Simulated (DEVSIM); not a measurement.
## illuminated GaAs p-on-n cell, one wavelength

Structure: illuminated GaAs p-on-n cell, one wavelength, at 300 K.

```
layer (left to right)  material  thickness (μm)  Nd (cm⁻³)  Na (cm⁻³)   τn (s)   τp (s)  absorption coefficient (cm⁻¹)
---------------------  --------  --------------  ---------  ---------  -------  -------  -----------------------------
1                          GaAs           0.150          -     7.1e17  6.5e-11    2e-10                           5200
2                          GaAs            1.70     1.4e15          -  3.8e-10  3.8e-10                           5200
```

Left contact: ohmic, minority electron recombination velocity 7e6 cm/s. Right contact: ohmic, minority hole recombination velocity 20 cm/s. Voltage is applied to the left contact. Recombination: SRH at mid-gap, radiative, Auger. Light enters at the left, 1.2e18 photons cm⁻² s⁻¹, one pass, no reflection. Mobility is constant in doping.

Constants are typed, rounded textbook-type inputs, not results; the design itself was drawn at random and stands for no fabricated device. Values at 300 K.

```csv
parameter,GaAs
gap (eV),1.424
affinity (eV),4.07
permittivity,12.9
Nc (cm⁻³),4.7e17
Nv (cm⁻³),9e18
μn (cm²/Vs),8500
μp (cm²/Vs),400
B (cm³/s),2e-10
Cn (cm⁶/s),1e-30
Cp (cm⁶/s),1e-30
```

DEVSIM, 1D drift-diffusion, Boltzmann statistics, complete ionisation; no tunnelling, impact ionisation, image-force lowering or self-heating.

```json
{
 "potential_step_across_the_device_at_zero_bias": "1.208 V",
 "largest_field_in_the_device_at_zero_bias": "47000 V/cm",
 "Dark forward voltage at 1 A/cm²": "0.929 V",
 "Dark forward voltage at 100 A/cm²": "1.102 V",
 "short_circuit_current": "106 mA/cm²",
 "open_circuit_voltage": "0.834 V",
 "fill_factor": "0.68",
 "largest_power": "59.9 mW/cm²",
 "share_of_generated_pairs_collected_at_short_circuit": "0.895"
}
```

Current under light (generator sign):

```csv
V (V),J (mA/cm²)
0.00,106
0.12,104
0.26,102
0.40,98.6
0.54,94.7
0.68,87.7
0.70,85.6
0.72,82.6
0.74,78.5
0.76,72.3
0.78,63.0
0.80,48.6
0.82,25.5
0.84,-12.0
```

Dark forward current:

(V (V), J (A/cm²)): (0.05, 5.2e-9); (0.10, 1.8e-8); (0.20, 1.5e-7); (0.25, 4.0e-7); (0.30, 1.1e-6); (0.35, 3.0e-6); (0.45, 2.3e-5); (0.50, 6.2e-5); (0.55, 0.00017); (0.60, 0.00049); (0.70, 0.0040); (0.75, 0.012); (0.80, 0.037); (0.85, 0.12); (0.95, 1.8); (1.00, 7.4); (1.05, 29); (1.10, 95); (1.20, 1100); (1.25, 4500)
